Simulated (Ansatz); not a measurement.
The reference is TiPt3 in the Cu3Au type structure (space group Pm-3m, No. 221).

```yaml
crystal:
  lattice:
    - [3.89936, 0.00000, 0.00000]
    - [0.00000, 3.89936, 0.00000]
    - [0.00000, 0.00000, 3.89936]
  atoms:
    - { symbol: Ti, position: [0.00000, 0.00000, 0.00000] }
    - { symbol: Pt, position: [0.00000, 0.50000, 0.50000] }
    - { symbol: Pt, position: [0.50000, 0.00000, 0.50000] }
    - { symbol: Pt, position: [0.50000, 0.50000, 0.00000] }
```

All numbers come from Ansatz (a program for electronic structure) PBEsol, no spin-orbit coupling.

For the base:

```
Quantity            Value
---------------  --------
Volume per atom  14.82 Å³
```

The change: cell and atoms relaxed at a pressure of 30 GPa.

**Question.** Predict the new volume per atom.

**Answer.** The volume per atom falls by 1.277 Å³, from 14.82 Å³ to 13.55 Å³.

Load acts through the strain it causes; cell and atoms are relaxed under it. No phonon test of stability was made. Competing high-pressure phases were not computed. All final runs are without spin polarisation.
